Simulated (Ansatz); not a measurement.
Ansatz (an electronic-structure program), DFT, PBE, plane waves, its default PAW files: unreconstructed Si(100) slab of 6 layers, 2x2, O adatom, atoms displaced (Si24O), unrelaxed, 25 atoms. Basis and mesh were picked for this test and aren't claimed converged.

```yaml
cell: 7.68, 7.68, 18.39 Å; 90, 90, 90°
distance_to_the_nearest_atom: 2.04 to 2.38 Å
task: single point
k mesh: 4×4×1
hamiltonian.xc: pbe
kind_of_files: paw
scf.occupations.method: fermi_dirac
scf.occupations.width: 0.05 eV
scf.initial_density.chi_scale: 0.1
output.forces: true
binding of workers (--pin): off
k-point pools (--kpoint-pools): 1
memory maximum (--max-ram): 8GiB
accuracy: medium (default)
basis.precision: auto (default)
basis.xc_grid: 2 (default)
scf.eigensolver.kind: auto (default)
scf.convergence.dr2_threshold: 1e-07 (default)
scf.lower_state_search: light (default)
k-points after symmetry: 10
bands_at_the_start: 76
electrons: 102
plane waves at Γ: 21201
cutoff (eV): 420
FFT grid: 54×54×125
symmetry_operations: 1
```

One run each.

All on 4 threads. Base settings, kept where nothing else is said: scf.mixing.algorithm = auto (default), scf.mixing.preconditioner = auto (default) (scf.mixing.beta, scf.mixing.ndim not set). The settings tried:
- scf.mixing.preconditioner = local_kerker
- the base settings
- scf.mixing.preconditioner = none
- scf.mixing.algorithm = broyden, scf.mixing.beta = 0.3
- scf.mixing.algorithm = broyden
- scf.mixing.preconditioner = ldos
- scf.mixing.algorithm = anderson, scf.mixing.ndim = 1
- scf.mixing.algorithm = anderson
- scf.mixing.algorithm = broyden, scf.mixing.beta = 1
- scf.mixing.algorithm = msr1
- scf.mixing.preconditioner = kerker
- scf.mixing.algorithm = broyden, scf.mixing.preconditioner = none
- scf.mixing.preconditioner = kerker_dos
- scf.mixing.algorithm = broyden, scf.mixing.preconditioner = kerker
- scf.mixing.algorithm = broyden, scf.mixing.beta = 0.7
- scf.mixing.algorithm = broyden, scf.mixing.beta = 0.1

Question: Predict which of these converge in the fewest SCF iterations.

Answer: Fewest SCF iterations, with those close behind: the base settings (16); scf.mixing.algorithm = msr1 (16); scf.mixing.preconditioner = ldos (16); scf.mixing.preconditioner = local_kerker (18); scf.mixing.algorithm = broyden, scf.mixing.beta = 0.7 (18). Most among those that reach the base run's result: scf.mixing.algorithm = broyden, scf.mixing.beta = 0.1 (34); scf.mixing.preconditioner = kerker (34); scf.mixing.algorithm = broyden, scf.mixing.preconditioner = kerker (30). No count from: scf.mixing.algorithm = anderson, scf.mixing.ndim = 1 (unfinished when stopped at the time that we allowed, after 23 SCF iterations). All the others converged. In the base run the program took: scf.mixing.algorithm MSR1, scf.mixing.preconditioner LDOS, scf.eigensolver.kind band_cg, --slots 4.

```csv
setting,SCF iterations,applications of H to a band,end
the base settings,16,43058,converged
scf.mixing.algorithm = msr1,16,43058,converged
scf.mixing.preconditioner = ldos,16,43058,converged
scf.mixing.preconditioner = local_kerker,18,38071,converged
"scf.mixing.algorithm = broyden, scf.mixing.beta = 0.7",18,37761,converged
"scf.mixing.algorithm = broyden, scf.mixing.beta = 0.3",20,37204,converged
scf.mixing.algorithm = anderson,21,45443,converged
scf.mixing.algorithm = broyden,22,46639,converged
"scf.mixing.algorithm = broyden, scf.mixing.beta = 1",22,46639,converged
"scf.mixing.algorithm = broyden, scf.mixing.preconditioner = none",24,58659,converged
scf.mixing.preconditioner = none,25,64502,converged
scf.mixing.preconditioner = kerker_dos,29,43970,converged
"scf.mixing.algorithm = broyden, scf.mixing.preconditioner = kerker",30,44274,converged
scf.mixing.preconditioner = kerker,34,47864,converged
"scf.mixing.algorithm = broyden, scf.mixing.beta = 0.1",34,50797,converged
```

7 planned settings were not run, for want of time.

Keys are those of Ansatz 0.2.
